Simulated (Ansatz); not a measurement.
# Mo$_{3}$Si under load (space group Pm-3n): band-structure transport figures

```yaml
crystal:
  lattice:
    - [4.80546, 0.00000, 0.00000]
    - [0.00000, 4.80546, 0.00000]
    - [0.00000, 0.00000, 4.80546]
  atoms:
    - { symbol: Si, position: [0.50000, 0.50000, 0.50000] }
    - { symbol: Si, position: [0.00000, 0.00000, 0.00000] }
    - { symbol: Mo, position: [0.00000, 0.50000, 0.25000] }
    - { symbol: Mo, position: [0.00000, 0.50000, 0.75000] }
    - { symbol: Mo, position: [0.25000, 0.00000, 0.50000] }
    - { symbol: Mo, position: [0.75000, 0.00000, 0.50000] }
    - { symbol: Mo, position: [0.50000, 0.25000, 0.00000] }
    - { symbol: Mo, position: [0.50000, 0.75000, 0.00000] }
```

All values below come from PBEsol, rigid bands (plane waves, PAW, scalar-relativistic; Ansatz, a first-principles code). Condition of this run: hydrostatic pressure 10 GPa (the target of the relaxation). Geometry: cell and atoms relaxed with PBEsol, then loaded as said.

```json
{
  "density of states at the Fermi level": "3.39 states/(eV·cell), both spins",
  "bare Sommerfeld coefficient": "1.00 mJ/(mol of atoms·K²)",
  "drude_plasma_energy": "5.9 eV",
  "root-mean-square Fermi velocity": "6.6e5 m/s",
  "resistivity times τ": "14.0 ×10⁻²² Ω·m·s"
}
```

A metal at this level (no band gap); rigid bands, thermally averaged at 300 K, both spins. Spin-orbit coupling is left out. τ is one relaxation time for all states.

Formula and space group known from diffraction (Crystallography Open Database), not checked to be the room-temperature form: Mo3Si under load (space group Pm-3n).
